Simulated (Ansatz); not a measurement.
The starting structures come from a database of crystals and need not be the phases stable at ambient conditions.

Inside the gap of an insulator the Bloch states are evanescent, with a wavenumber k + iκ along the transport direction.

```
ZrO2
1.0
    5.27144     0.00000     0.00000
    0.00000    10.09309     0.00000
    0.00000     0.00000     5.09813
Zr O
8 16
Direct
  0.03410   0.38445   0.75305
  0.96590   0.61555   0.24695
  0.53410   0.61555   0.74695
  0.46590   0.38445   0.25305
  0.96590   0.11555   0.25305
  0.03410   0.88445   0.74695
  0.46590   0.88445   0.24695
  0.53410   0.11555   0.75305
  0.37471   0.28992   0.62781
  0.62529   0.71008   0.37219
  0.87471   0.71008   0.87219
  0.12529   0.28992   0.12781
  0.62529   0.21008   0.12781
  0.37471   0.78992   0.87219
  0.12529   0.78992   0.37219
  0.87471   0.21008   0.62781
  0.73877   0.47759   0.99746
  0.26123   0.52241   0.00254
  0.23877   0.52241   0.50254
  0.76123   0.47759   0.49746
  0.26123   0.02241   0.49746
  0.73877   0.97759   0.50254
  0.76123   0.97759   0.00254
  0.23877   0.02241   0.99746
```

The cell is taken as given.

Transport runs along the normal of the first two printed cell vectors.

The gap is the functional's own, uncorrected, and κ follows it; spin-orbit coupling is left out. Mid-gap means the computed energy nearest the middle.

Task: State the band gap and the smallest decay constant κ at mid-gap according to Ansatz (a quantum-chemistry and plane-wave program) with r2SCAN.

Result: Gap 4.29 eV on a 6×4×6 mesh; κ = 0.437 1/Å, at (0.000, 0.500) of the in-plane reciprocal vectors. At the zone centre the slowest state has κ = 0.44 1/Å.
